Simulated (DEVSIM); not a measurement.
Structure: abrupt Si n-p junction, at 300 K.

Layer 1 from the left is Si, thickness (μm) 24.0, Nd (cm⁻³) 3.6e17, τn (s) 3.4e-7, τp (s) 3.4e-7. Layer 2 from the left is Si, thickness (μm) 35.0, Na (cm⁻³) 3.2e15, τn (s) 3.4e-7, τp (s) 3.4e-7.

Left contact: ohmic. Right contact: ohmic. Voltage is applied to the left contact. Recombination: SRH at mid-gap, Auger. Mobility is μmin + (μ − μmin)/(1 + (N/Nref)^α).

Constants are typed, rounded textbook-type inputs, not results; the design itself was drawn at random and stands for no fabricated device. Values at 300 K.

Si: gap (eV) 1.124, affinity (eV) 4.05, permittivity 11.7, Nc (cm⁻³) 2.86e19, Nv (cm⁻³) 3.1e19, μn (cm²/Vs) 1417, μp (cm²/Vs) 470, μn,min 52, μp,min 45, Nref,n 9.7e16, Nref,p 2.2e17, αn 0.68, αp 0.72, Cn (cm⁶/s) 2.8e-31, Cp (cm⁶/s) 9.9e-32.

Task: Estimate by hand the built-in potential, the peak field at zero bias, the capacitance at 1.5 V, and compare with a numerical solution.

Result: 
- Built-in potential: ni = √(Nc Nv) exp(−Eg/2kT) = 1.08e10 cm⁻³ with Eg = 1.124 eV; Vbi = kT/q ln(Na Nd/ni²) = 0.774 V; numerical 0.774 V.
- Peak field at zero bias: depletion approximation: W = √(2εVbi/(qN)) = 0.562 μm with N = 3.17e15 cm⁻³; field = 2Vbi/W = 27500 V/cm; numerical 39200 V/cm (estimate below by 30 %).
- Capacitance at 1.5 V: C = √(qεN / 2(Vbi + |V|)) = 10.8 nF/cm²; numerical 10.9 nF/cm² (estimate below by 1.4 %).

DEVSIM, 1D drift-diffusion, Boltzmann statistics, complete ionisation; no tunnelling, impact ionisation, image-force lowering or self-heating.
